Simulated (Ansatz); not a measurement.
System: O vacancy in rutile TiO2 (charge state +2). The step: a nearby O atom hops onto the vacant site; the atom moves 2.64 Å along (0.10, -0.47, -0.47) of the unit cell; the moving atom starts with neighbours Ti at 1.92, Ti at 1.95, Ti at 2.08 Å and ends with O at 2.51; Ti at 1.94, Ti at 1.96, Ti at 2.02 Å. DFT values are from Ansatz (plane-wave PAW, 420 eV unless said) in a cell of 72 host sites, spin-restricted, static, with no finite-size correction. The charge state is imposed; whether it is stable for some Fermi level was not computed. Forms of the defect that were not tried may lie lower. For the PBE band: the check of the saddle point's order was inconclusive.

| Level | Forward barrier (eV) | Cost of the band or of the saddle's single point |
|---|---|---|
| CHGNet universal potential (has no charge state), its own band | 0.91 | - |
| PBE, one k-point at (0.250, 0.250, 0.250), band relaxed | 1.04 | roughly 70 core-minutes |
| PBE, a 2×2×2 k-point mesh shifted by half a step, same geometries | 1.06 | roughly 110 core-seconds |
| r2SCAN at 500 eV, one k-point at (0.250, 0.250, 0.250), same geometries | … | about 70 core-seconds (a rough figure) |

Q: Complete the blanks.

A: 
- r2SCAN at 500 eV, one k-point at (0.250, 0.250, 0.250), same geometries, Forward barrier (eV): 1.13

Ansatz is a first-principles code.
